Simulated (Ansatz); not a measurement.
Gap of a (6,0) BN nanotube at several levels, all on one geometry.

Levels: PBE (plane waves to 420 eV, PAW; Ansatz, a program for electronic structure); r2SCAN (plane waves to 500 eV, PAW; Ansatz); Ansatz with HSE06. Unmarked values and the geometry are of the first. Mesh 1×1×8. No spin polarisation. It repeats along c; a and b span vacuum. An idealised model, rolled from the flat sheet. Only distortions within the start's symmetry and period were free. HSE06 ran on a 1×1×4 mesh and at PBE's edge points.

```csv
level,gap (eV)
PBE,2.79
r2SCAN,3.33
HSE06,?
```

Question: Fill in the missing entries.

Answer: 
- HSE06, gap (eV): 4.11
